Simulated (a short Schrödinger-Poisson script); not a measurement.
Structure: MOS inversion layer, SiO2 on p-type Si(111), at 300 K.

| layer | material | thickness (nm) | Na (cm⁻³) |
|---|---|---|---|
| 1 | SiO2 | 3 | - |
| 2 | Si | 270 | 2.6e18 |

Constants are typed, rounded textbook-type inputs, not results; the design itself was drawn at random and stands for no fabricated device. SiO2: permittivity 3.9, conduction-band edge (eV) 3.15, gap (eV) 9, electron mass (mₑ) 0.5. Si: permittivity 11.7, conduction-band edge (eV) 0, gap (eV) 1.124, Nv at 300 K (cm⁻³) 3.1e19.

Channel valleys (confinement mass, in-plane density-of-states mass, number): Δ6 0.258, 0.358, 6. At the gate the conduction-band edge of layer 1 lies 3.39 eV − eVg above the Fermi level of the channel; the field vanishes at the back. Gaps are held at their typed values at every temperature. Mesh 0.03 nm at interfaces.

Solved with a short Schrödinger-Poisson script written for these runs: 1D Poisson equation in equilibrium, electrons quantum, Hartree (BenDaniel-Duke, 12 states a valley, the channel's in-plane mass for all, wave functions ending at the dielectric), parabolic valleys, classical holes, full ionisation, no traps, pinning or gate leakage.

The same stack at other levels of the model or other numerical settings:

```csv
run,sheet density of all electrons at Vg = 2.5 V (cm⁻²),sheet density of all electrons at Vg = 1.3 V (cm⁻²),capacitance at Vg = 2.5 V (μF/cm²),centroid of the channel electrons at Vg = 2.5 V (nm),rough cost against the base
base,7.18e12,2.89e11,0.996,1.62,about 1
"electrons treated as classical, Boltzmann",9.59e12,(withheld),1.12,(withheld),0.04
"electrons treated as classical, Fermi-Dirac",9.15e12,1.45e12,1.08,(withheld),0.2
mesh six times as coarse,7.18e12,2.90e11,0.996,1.62,0.3
one subband a valley,7.18e12,2.89e11,0.996,1.62,0.6
```

Task: What belongs in the gaps?

Result: 
- electrons treated as classical, Boltzmann, centroid of the channel electrons at Vg = 2.5 V (nm): 0.22
- electrons treated as classical, Boltzmann, sheet density of all electrons at Vg = 1.3 V (cm⁻²): 1.52e12
- electrons treated as classical, Fermi-Dirac, centroid of the channel electrons at Vg = 2.5 V (nm): 0.37

The classical rows ignore confinement, and Boltzmann statistics overrate the density once the band edge passes the Fermi level.
